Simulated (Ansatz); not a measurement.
Start from InSb in the zinc blende structure (space group F-43m, No. 216; a = 6.6351 Å).

Computed with Kohn–Sham DFT with the PBE functional, run in Ansatz (a program for electronic structure) with PAW and 420 eV plane waves, no spin-orbit coupling.

Strains are applied to the cell and any free atomic positions relax.

One change was made to it. Results:

The band gap is still zero; the pressure goes from zero to 2.6 GPa; the energy goes up by 16 meV/atom.

Question: What was done to the base?
A) isotropic strain −3.00 %
B) isotropic strain −2.00 %
C) isotropic strain +2.50 %

Answer: B, isotropic strain −2.00 %. For comparison, the energy relative to the base in the other runs: isotropic strain +2.50 % gives +21 meV/atom; isotropic strain −3.00 % gives +38 meV/atom.

With Sb present, leaving out spin-orbit coupling can change the band edges. Whether these cells are dynamically stable was not tested. All final runs are without spin polarisation. The zero or small gap of InSb can change with the level of theory.
